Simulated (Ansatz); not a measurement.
Abridged Ansatz (a program for electronic structure) output:

```
Relaxation: its limit of steps is 60 (relax.max_steps)
Pseudopotential: Ti, paw, valence charge 12
Crystal: 2 atoms, lattice volume = 34.511 Å³
Basis set: ecut = 420 eV, 687 PW (Γ), exchange–correlation on 40×40×64 points (8 copies of the dense FFT grid, shifted against one another)
Bands: 16, of which v1, the nominal top of the filled ones, is band 12 counted from 1 (11 counted from 0)
Symmetry: 24 space group operations
k-points: 222 of 3240
Functional: x = pbe(κ = 0.804, μ = 0.2195149727645171), c = pbe(β = 0.06672455060314922)
SCF iter   1: F=—  HF=-4999.342297 eV  |F-HF|=—  |Δ(HF+E_count)|=         —  Δρ=4.93e-3  dr2=3.97e-3  ethr=1.77e-3  ⟨swp⟩=4.1  Hψ=14513  notcnv=0
SCF iter   2: F=—  HF=-4999.341430 eV  |F-HF|=—  |Δ(HF+E_count)|=   8.67e-4  Δρ=2.50e-3  dr2=1.09e-3  ethr=1.65e-5  ⟨swp⟩=1.0  Hψ=5329  notcnv=0
SCF 1 converged in 6 iterations: F = -4999.341579 eV  dr2 = 7.65e-11
relax step   1: F+E_penalty+E_count = -4999.34157899 eV  Δ(F+E_penalty+E_count) = +0.000e0 eV  max|allowed force component| = 1.573e-16 eV/Å  Δτ_max = 0.0000 Å  P = +0.901 GPa  Ω = 34.511 Å³  (6 SCF iters, dr2 threshold 1.00e-7 eV, accepted)
[... steps on the carried basis left out ...]
relax step   5: F+E_penalty+E_count = -4999.33829527 eV  Δ(F+E_penalty+E_count) = +3.401e-5 eV  max|allowed force component| = 4.996e-16 eV/Å  Δτ_max = 0.0000 Å  P = +2.102 GPa  Ω = 34.159 Å³  stress off target by 4.89e-3 GPa  SCF on the basis re-selected at this cell (its energy is not comparable with the rows above)  (9 SCF iters)
SCF converged after 9 iterations
Free energy (F): -4999.338295 eV
Internal energy: -4999.321843 eV  (E = F + TS)
E sigma→0 (E₀):  -4999.330069 eV
Entropy (-TS):   -0.016452 eV (-8.226 meV/atom)
Fermi energy:    13.653422 eV
--- Forces (eV/Å), atoms counted from 1 ---
  atom   1  Ti     0.00000000    -0.00000000     0.00000000
  atom   2  Ti     0.00000000     0.00000000     0.00000000
--- Stress (GPa, compression-positive) ---
        2.104891       0.000000       0.000000
       -0.000000       2.104891       0.000000
        0.000000       0.000000       2.096047
  P = ⅓ Tr σ = 2.1019 GPa (21.019 kbar)
--- Relaxed structure (4 steps of the walk, 3 accepted, 1 SCFs on fresh bases) ---
  cell:  # Å, volume = 34.1593 Å³
    - [2.920734039988693, 0.0, 0.0]
    - [-1.4603670199943466, 2.529429876328163, 0.0]
    - [0.0, 0.0, 4.623749208072418]
  atoms:
    - { symbol: Ti, position: [0.6666666666666665, 0.3333333333333333, 0.75] }
    - { symbol: Ti, position: [0.3333333333333333, 0.6666666666666666, 0.25] }
```

**Question.** What was computed, and what are the main results?

**Answer.** Ti, 2 atoms in the cell, with PBE/PAW in Ansatz, spin-orbit coupling left out, from a series relaxed to a target (pressure 2.1 GPa). The last SCF converged to F = -4999.338295 eV, or -2499.6691 eV per atom, at a pressure of 2.10 GPa. The total energy compares only with runs of the same code, potentials and settings.

Load acts through the strain it causes; cell and atoms are relaxed under it. Stability against distortions was not tested. All final runs are without spin polarisation. The cell was made from Ti in the hcp (Mg type) structure (space group P6_3/mmc, No. 194) by this change: pressure 2.1 GPa.

Keys are those of Ansatz 0.2.
